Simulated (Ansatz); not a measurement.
A calculation on CsCl-type CuZn returned lattice constant a 2.870 Å, elastic constant C11 166 GPa, elastic constant C44 102 GPa, Voigt–Reuss–Hill shear modulus 42.3 GPa, formation enthalpy -0.106 eV/atom.

For reference: lattice constant a 2.958 Å (measured, temperature not stated, not corrected to a static lattice; as tabulated in First-Principles Study on the Electrical and Thermal Conductivities of Cu–Zn …); formation enthalpy -0.124 eV/atom (measured, temperature not stated, no zero-point or thermal correction; as tabulated in Nepal et al. (2020), arXiv:2007.11150).

Question: Which level of theory produced these numbers?
A) PBE-D3(BJ) (Ansatz (an electronic-structure program))
B) HSE06 (Ansatz)
C) LDA (Ansatz)
D) r²SCAN (Ansatz)

Answer: C, LDA (Ansatz)

The others give: PBE-D3(BJ) 2.911 Å, 146 GPa, 100.0 GPa, 41.7 GPa, -0.098 eV/atom; r²SCAN 2.919 Å, 147 GPa, 96.2 GPa, 41.6 GPa, -0.108 eV/atom; HSE06 2.965 Å, 125 GPa, 87.8 GPa, 40.8 GPa, -0.135 eV/atom.

Unless a cell is named, each level is at its own relaxed cell (HSE06 13.04, LDA 11.82, PBE-D3(BJ) 12.33, r²SCAN 12.44 Å³/atom).

Caveats: exact exchange on metals is sensitive to the k mesh and can open a false gap (HSE06); hybrids on metals are sensitive to the k mesh (HSE06); the dispersion coefficients are held fixed in the derivatives (PBE-D3(BJ)); the run warned that the count of filled bands differs between k points (HSE06). Ansatz's density-functional and Hartree–Fock values are scalar-relativistic unless marked +SOC, with PAW data made under PBE.
